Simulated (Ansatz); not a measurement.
# GeSi3 (model structure, P-4m2, No. 115, 4 atoms in the cell)

Level of theory: r²SCAN in Ansatz (plane waves, PAW).

Run with plane-wave cutoff 560 eV, 10×10×6 k mesh (along the axes of the cell as run), Fermi–Dirac smearing 0.01 eV, scalar-relativistic PAW data made under PBE.

Cell (relaxed with PBEsol):

```cif
data_GeSi3
_chemical_formula_sum 'Si3 Ge1'
_space_group_name_H-M_alt 'P-4m2'
_space_group_IT_number 115
_space_group_name_Hall 'P -4 -2'
_cell_length_a 3.87951
_cell_length_b 3.87951
_cell_length_c 5.48388
_cell_angle_alpha 90.000
_cell_angle_beta 90.000
_cell_angle_gamma 90.000
loop_
_atom_site_label
_atom_site_type_symbol
_atom_site_symmetry_multiplicity
_atom_site_Wyckoff_symbol
_atom_site_fract_x
_atom_site_fract_y
_atom_site_fract_z
_atom_site_occupancy
Si1 Si 2 g 0.00000 0.50000 0.24484 1
Si2 Si 1 a 0.00000 0.00000 0.00000 1
Ge1 Ge 1 c 0.50000 0.50000 0.50000 1
```

```
Property                                                 Result
-------------------------------------------  ------------------
band gap                                     0.54 eV (indirect)
smallest direct gap on the k points sampled             0.84 eV
```

Note: the relaxation could raise the start's symmetry but not lower it, so the cell can be a saddle point; cell and atoms aren't relaxed at this level (largest force component 0.03 eV/Å, pressure 0.4 GPa).

Spin–orbit coupling is not included.

It cost roughly 16 core-seconds of CPU time.

A model structure was made by putting elements into a prototype or built by hand; it is no filed structure, need not be a known phase, and can be a saddle point held by its symmetry.

Ansatz is a first-principles code.
